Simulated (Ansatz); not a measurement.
## A computed series for ZrSe2: response to strain

Consider ZrSe2 in the CdI2 type structure (space group P-3m1, No. 164; a = 3.660 Å, c = 5.841 Å; layered, stacked along the Cartesian z axis; relaxed with 0.1 eV smearing). Axes: x lies along a and z along c of the hexagonal cell.

Strains are applied to the cell and any free atomic positions relax; under biaxial strain the out-of-plane vector relaxes too.

The values are results of PBEsol-D3(BJ) (Ansatz, a program for electronic structure; PAW; 420 eV plane waves; spin-orbit coupling left out), not measurements.

Notes on the quantities. pressure: mean of the normal stresses, compression positive.

| variant | volume per atom | pressure |
|---|---|---|
| base | 22.59 Å³ | 0.0 GPa |
| biaxial strain −3.00 %, plane normal [001], relaxed out of plane | 21.52 Å³ | 2.8 GPa |
| biaxial strain −2.50 %, plane normal [001], relaxed out of plane | 21.69 Å³ | 2.3 GPa |
| biaxial strain −2.00 %, plane normal [001], relaxed out of plane | 21.87 Å³ | 1.8 GPa |
| biaxial strain −1.50 %, plane normal [001], relaxed out of plane | 22.05 Å³ | 1.4 GPa |
| biaxial strain −1.00 %, plane normal [001], relaxed out of plane | 22.22 Å³ | 0.9 GPa |
| biaxial strain −0.50 %, plane normal [001], relaxed out of plane | 22.41 Å³ | 0.4 GPa |
| biaxial strain +1.00 %, plane normal [001], relaxed out of plane | 22.95 Å³ | -0.9 GPa |
| biaxial strain +2.00 %, plane normal [001], relaxed out of plane | 23.31 Å³ | -1.7 GPa |
| biaxial strain +3.00 %, plane normal [001], relaxed out of plane | ? | ? |

Task: What belongs in the blanks?

Result: 
- biaxial strain +3.00 %, plane normal [001], relaxed out of plane, volume per atom: 23.67 Å³
- biaxial strain +3.00 %, plane normal [001], relaxed out of plane, pressure: -2.4 GPa

No phonon test of stability was made. All final runs are without spin polarisation.
